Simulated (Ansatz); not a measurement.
Start from MgSe in the rock salt structure (space group Fm-3m, No. 225; a = 5.508 Å).

Level of theory: PBE, PAW, 420 eV (Ansatz, a program for electronic structure; no spin-orbit coupling).

Base values:

| Item | Result |
|---|---|
| Electron mass | 0.48 mₑ along k, 0.24 mₑ across (at X) |
| Valley order | X along ⟨100⟩ 1.77 eV; Γ 2.40 eV |

It is then changed as follows: a hydrostatic pressure of 10 GPa.

Q: Estimate the effect on the electron mass and valley order.

A: The electron mass goes from 0.48 mₑ along k, 0.24 mₑ across (at X) to 0.50 mₑ along k, 0.24 mₑ across (at X); the valley order (the lowest conduction-band minima on the path, energy above the VBM, named in the base's zone) changes from X along ⟨100⟩ 1.77 eV; Γ 2.40 eV to X along ⟨100⟩ 1.98 eV; Γ 3.30 eV.

The levels and masses belong to the bands next to the band gap. Load acts through the strain it causes; cell and atoms are relaxed under it. Effective masses come from finite differences of ±0.01 Å⁻¹. Along k means along the line from Γ to the band edge. Whether these cells are dynamically stable was not tested. Competing high-pressure phases were not computed.
